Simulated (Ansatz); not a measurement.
Where the default PAW files enter, the runs use the earlier of Ansatz's two default sets.

By PBEsol, the system below comes out a metal.

Given:

```yaml
crystal:
  lattice:
    - [4.68976, 0.00000, 0.00000]
    - [0.00000, 5.87784, 0.00000]
    - [2.34488, -2.93892, 2.93892]
  atoms:
    - { symbol: Al, position: [0.34139, 0.50000, 0.31722] }
    - { symbol: Al, position: [0.65861, 0.50000, 0.68278] }
    - { symbol: Al, position: [0.84139, 0.81722, 0.31722] }
    - { symbol: Al, position: [0.15861, 0.18278, 0.68278] }
    - { symbol: Cu, position: [0.75000, 0.00000, 0.00000] }
    - { symbol: Cu, position: [0.25000, 0.00000, 0.00000] }
```

Space group of this cell: I4/mcm. The cell is strained (all lengths scaled by 0.98); by PBEsol its mean pressure is 8.6 GPa.

The current flows along the normal of the first two printed cell vectors, the (100) plane of the conventional cell. No spin-orbit coupling; the value is a mean over 0.1 eV about the Fermi level.

Question: Estimate the ballistic conductance per area that Ansatz (a program for electronic structure) with PBEsol returns for this system.

Answer: 0.97 × 10¹⁵ S/m² for both spins.
